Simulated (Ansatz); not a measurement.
# Ag: isotropic strain −0.50 %

Start from Ag in the fcc (Cu type) structure (space group Fm-3m, No. 225; a = 4.1043 Å; relaxed with 0.1 eV smearing).

It is then changed as follows: every lattice vector is shortened by 0.50 %; the atoms relax in the strained cell.

Computed with r2SCAN (Ansatz, a first-principles code), no spin-orbit coupling. Γ-centred 28×28×28 mesh, Fermi–Dirac width 0.1 eV.

The volume per atom drops by 0.258 Å³ (17.28 Å³ → 17.03 Å³) and the space group remains Fm-3m (No. 225). The shortest interatomic distance drops by 0.027 bohr (5.484 bohr → 5.457 bohr) and the energy increases by 1.3 meV/atom. The pressure goes from zero to 1.6 GPa and the band gap is still zero.

Final structure:

```yaml
crystal:
  lattice:
    - [0.00000, 2.04188, 2.04188]
    - [2.04188, 0.00000, 2.04188]
    - [2.04188, 2.04188, 0.00000]
  atoms:
    - { symbol: Ag, position: [0.00000, 0.00000, 0.00000] }
```

No phonon test of stability was made.
